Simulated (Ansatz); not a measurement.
The structure below was relaxed with LDA (Ansatz, an electronic-structure program, PAW, no spin-orbit coupling), at pressure 22.5 GPa.

```
TlBr
1.0
    3.46498     0.00000     0.00000
    0.00000     3.46498     0.00000
    0.00000     0.00000     3.46498
Tl Br
1 1
Cartesian
  0.00000   0.00000   0.00000
  1.73249   1.73249   1.73249
```

### Question
Find the space group and the Wyckoff positions.

### Answer
Space group Pm-3m (No. 221); a = b = c = 3.465 Å, α = β = γ = 90.00°

```
atom  site  symmetry       x       y       z
----  ----  --------  ------  ------  ------
Tl      1a      m-3m  0.0000  0.0000  0.0000
Br      1b      m-3m  0.5000  0.5000  0.5000
```

### Question
Describe the coordination.

### Answer
The crystal has 2 atoms in its conventional cell. Cell: a = b = c = 3.4650 Å, α = β = γ = 90.00°. Tl is coordinated by 8 Br at 3.001 Å (cubic). Br has 8 Tl at 3.001 Å (cubic). (Neighbours: up to the widest gap in distance over summed covalent radii, below 1.35, at either atom; cation-cation and far metal-metal contacts left out.)

The mesh was chosen for an insulator and is coarse for the gapless case. Load acts through the strain it causes; cell and atoms are relaxed under it. Stability against distortions was not tested. No other phases were tried under pressure. The final runs are not spin-polarised. The cell was made from TlBr in the CsCl type structure (space group Pm-3m, No. 221) by this change: pressure 22.5 GPa.
